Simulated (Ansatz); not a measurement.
Consider a 24-atom supercell of ZnO in the wurtzite structure (space group P6_3mc, No. 186) at its relaxed geometry.

```yaml
crystal:
  lattice:
    - [4.84626, -2.79799, -5.21584]
    - [3.23084, 5.59598, 0.00000]
    - [1.61542, -2.79799, 5.21584]
  atoms:
    - { symbol: Zn, position: [0.11042, 0.27812, 0.11248] }
    - { symbol: Zn, position: [0.77709, 0.44479, 0.77915] }
    - { symbol: Zn, position: [0.44376, 0.61145, 0.44582] }
    - { symbol: Zn, position: [0.11042, 0.77812, 0.11248] }
    - { symbol: Zn, position: [0.77709, 0.94479, 0.77915] }
    - { symbol: Zn, position: [0.44376, 0.11145, 0.44582] }
    - { symbol: Zn, position: [0.72154, 0.30590, 0.22360] }
    - { symbol: Zn, position: [0.38820, 0.47257, 0.89026] }
    - { symbol: Zn, position: [0.05487, 0.63923, 0.55693] }
    - { symbol: Zn, position: [0.72154, 0.80590, 0.22360] }
    - { symbol: Zn, position: [0.38820, 0.97257, 0.89026] }
    - { symbol: Zn, position: [0.05487, 0.13923, 0.55693] }
    - { symbol: O, position: [0.90340, 0.38163, 0.52654] }
    - { symbol: O, position: [0.57006, 0.54830, 0.19320] }
    - { symbol: O, position: [0.23673, 0.71497, 0.85987] }
    - { symbol: O, position: [0.90340, 0.88163, 0.52654] }
    - { symbol: O, position: [0.57006, 0.04830, 0.19320] }
    - { symbol: O, position: [0.23673, 0.21497, 0.85987] }
    - { symbol: O, position: [0.84784, 0.24275, 0.97098] }
    - { symbol: O, position: [0.51451, 0.40941, 0.63765] }
    - { symbol: O, position: [0.18118, 0.57608, 0.30432] }
    - { symbol: O, position: [0.84784, 0.74275, 0.97098] }
    - { symbol: O, position: [0.51451, 0.90941, 0.63765] }
    - { symbol: O, position: [0.18118, 0.07608, 0.30432] }
```

Calculations: DFT with PBEsol, PAW potentials and a 420 eV plane-wave cutoff in Ansatz (an electronic-structure program), without spin-orbit coupling, earlier PAW set.

One neutral defect a cell, atoms relaxed at fixed cell.

One change was made to it. Results:

```tsv
quantity	base	after
pressure	0.0 GPa	9.6 GPa
total moment of the cell	–	0.0 μB
gap of the supercell	0.70 eV	zero
largest displacement of a host atom from its site in the perfect cell	–	0.22 Å
```

Question: What was done to the base?
A. Zn interstitial (started 1.78 Å from the nearest host atom)
B. Sn on a Zn site
C. O on a Zn site (antisite)

Answer: A, Zn interstitial (started 1.78 Å from the nearest host atom). For comparison, the gap of the supercell in the other runs: Sn on a Zn site gives 0.73 eV; O on a Zn site (antisite) gives 0.48 eV.

Other magnetic orders, which the real material may have, were not ruled out. In so small a cell the defect repeats every few ångströms: this is an ordered compound, not a dilute defect. A case with no gap was solved on a k-mesh chosen for an insulator, which is coarse for it. Seeded moments were not kept for Zn interstitial (started 1.78 Å from the nearest host atom) and Sn on a Zn site.
